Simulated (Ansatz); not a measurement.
**YSi (Cmcm, No. 63; cell taken from a computed entry)**

Level of theory: r²SCAN+rVV10 in Ansatz (plane waves, PAW).

Settings: plane-wave cutoff 500 eV, 10×10×10 k mesh, Fermi–Dirac smearing 0.05 eV, scalar-relativistic PAW data made under PBE.

Cell (relaxed at this level):

```
YSi
1.0
    2.13767    -5.26875     0.00000
    2.13767     5.26875     0.00000
    0.00000     0.00000     3.83068
Y Si
2 2
Direct
  0.14066   0.85934   0.25000
  0.85934   0.14066   0.75000
  0.42431   0.57569   0.25000
  0.57569   0.42431   0.75000
```

```
Item              Value
--------  -------------
band gap  zero (no gap)
```

Note: the relaxation could not lower the start's symmetry, so the cell can be a saddle point above a distorted one.

Spin–orbit coupling is not included.

Static lattice: no zero-point or thermal effects.

The result took around 6 core-minutes (rough).

Ansatz is a program for electronic structure.
